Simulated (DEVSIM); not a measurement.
System: Si p-i-n diode, at 300 K.

```
layer (left to right)  material  thickness (μm)  Nd (cm⁻³)  Na (cm⁻³)  τn (s)  τp (s)
---------------------  --------  --------------  ---------  ---------  ------  ------
1                            Si           0.290          -     1.4e17  6.5e-5  6.5e-5
2                            Si            1.50     8.3e13          -  6.5e-5  6.5e-5
3                            Si            2.90     5.6e17          -  6.5e-5  6.5e-5
```

Left contact: ohmic. Right contact: ohmic. Voltage is applied to the left contact. Recombination: SRH at mid-gap, radiative. Mobility is μmin + (μ − μmin)/(1 + (N/Nref)^α).

Constants are typed, rounded textbook-type inputs, not results; the design itself was drawn at random and stands for no fabricated device. Values at 300 K; Nc and Nv go as T^1.5, mobilities as T to minus their exponent, the gap by Varshni's rule with the affinity fixed.

```csv
parameter,Si
gap (eV),1.124
affinity (eV),4.05
permittivity,11.7
Nc (cm⁻³),2.86e19
Nv (cm⁻³),3.1e19
μn (cm²/Vs),1417
μp (cm²/Vs),470
"μn,min",52
"μp,min",45
"Nref,n",9.7e16
"Nref,p",2.2e17
αn,0.68
αp,0.72
T exponent of μn,2.3
T exponent of μp,2.2
B (cm³/s),4.7e-15
Varshni α (eV/K),0.000473
Varshni β (K),636
```

Simulated with DEVSIM: 1D drift-diffusion, Boltzmann statistics, complete ionisation; no tunnelling, impact ionisation, image-force lowering or self-heating.

The temperature was swept, all else fixed.

| temperature (K) | potential step across the device at zero bias (V) | dark forward voltage at 100 A/cm² (V) | dark forward voltage at 1 A/cm² (V) |
|---|---|---|---|
| 250 | 0.947 | 0.812 | 0.708 |
| 300 | 0.883 | 0.727 | 0.602 |
| 350 | 0.815 | 0.639 | 0.493 |
| 400 | 0.745 | 0.550 | 0.382 |
| 450 | 0.672 | 0.459 | 0.269 |
| 500 | 0.597 | 0.366 | 0.155 |

From the first row to the last the potential step across the device at zero bias goes from 0.947 to 0.597. From the first row to the last the dark forward voltage at 100 A/cm² goes from 0.812 to 0.366.
